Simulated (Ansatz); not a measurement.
**What isotropic strain +2.50 % does to WC**

Start from WC (space group P-6m2, No. 187; a = 2.8991 Å, c = 2.8268 Å; relaxed with 0.1 eV smearing).

Now apply this change: an isotropic linear strain of +2.50 %; the atoms relax in the strained cell.

Level of theory: PBEsol (Ansatz, a first-principles code), without spin-orbit coupling. Settings: 23×23×20 k-points, 0.1 eV Fermi–Dirac smearing.

Volume per atom: 11.08 Å³ (base 10.29 Å³)
Space group: P-6m2 (No. 187) (base P-6m2 (No. 187))
Shortest interatomic distance: 224.6 pm (base 219.1 pm)
Energy relative to the base (free energy F): +68 meV/atom
Band gap: zero (base zero)

Final structure:

```
CELL_PARAMETERS angstrom
      2.97159     0.00000     0.00000
     -1.48579     2.57347     0.00000
      0.00000     0.00000     2.89747
ATOMIC_POSITIONS crystal
  W  0.00000 0.00000 0.00000
  C  0.33333 0.66667 0.50000
```

Cost of the whole job for the changed cell (relaxation, final SCF and bands): around 13 core-seconds (rough).

No phonon test of stability was made. All final runs are without spin polarisation.
